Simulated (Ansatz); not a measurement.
Candidate structures of Mg2NbN3, relaxed level by level: Mg2NbN3 (C2/c, No. 15, 12 atoms in the cell; start mp-1246788); Mg2NbN3 (C2/m, No. 12, 12 atoms in the cell; start mp-1247557); Mg2NbN3 (Cmcm, No. 63, 12 atoms in the cell; start mp-1029408). Levels: LDA (PAW; Ansatz, a first-principles code).

Q: Which structure has the lowest energy at each level, and how far above it lie the others?

A: Lowest: LDA, Mg2NbN3 (C2/m, No. 12, 12 atoms in the cell; start mp-1247557). Energies above the lowest of these candidates, meV/atom:

```
structure                                                       LDA
--------------------------------------------------------------  ---
Mg2NbN3 (C2/m, No. 12, 12 atoms in the cell; start mp-1247557)    0
Mg2NbN3 (C2/c, No. 15, 12 atoms in the cell; start mp-1246788)   25
Mg2NbN3 (Cmcm, No. 63, 12 atoms in the cell; start mp-1029408)   40
```

Static-lattice energies; unlike cells have unlike k meshes, which leaves some meV/atom of uncertainty, and other structures than these can lie lower.

Note: the relaxation could not lower the start's symmetry, so the cell can be a saddle point above a distorted one.

A start named mp-… is a Materials Project structure, which need not be a measured phase.
